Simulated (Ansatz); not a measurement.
# Effect of uniaxial stress, 1 GPa tension along x on Al2O3

Take Al$_{2}$O$_{3}$ in the corundum structure (space group R-3c, No. 167; a = 4.759 Å, c = 12.995 Å (hexagonal axes)) as the base. Axes: x lies along a and z along c of the hexagonal cell.

Now apply this change: uniaxial stress, 1 GPa tension along x; all other stress components relax to zero.

All numbers come from r2SCAN (Ansatz, an electronic-structure program, PAW, no spin-orbit coupling). Settings: 8×8×8 k-points, 0.05 eV Fermi–Dirac smearing.

The volume per atom stays essentially unchanged (8.50 Å³ against 8.51 Å³) and the shortest interatomic distance remains 1.856 Å. The energy stays essentially unchanged and the band gap drops by 0.03 eV (7.14 eV → 7.11 eV). The gap character is still direct at Γ and the electron mass goes from 0.41 mₑ along c, 0.38 mₑ across (at Γ) to 0.41 mₑ along z, 0.38 mₑ across (at Γ). The valence-band top at Γ (three highest levels, from the VBM) goes from 0.00, -0.05, -0.05 eV to 0.00, -0.05, -0.07 eV and the strain response (xx, yy, zz) is (+0.23, −0.07, −0.04) %.

Effective masses come from finite differences of ±0.01 Å⁻¹. Beyond what the load breaks, stability against distortions was not tested. k-point labels follow each cell's own Brillouin zone.
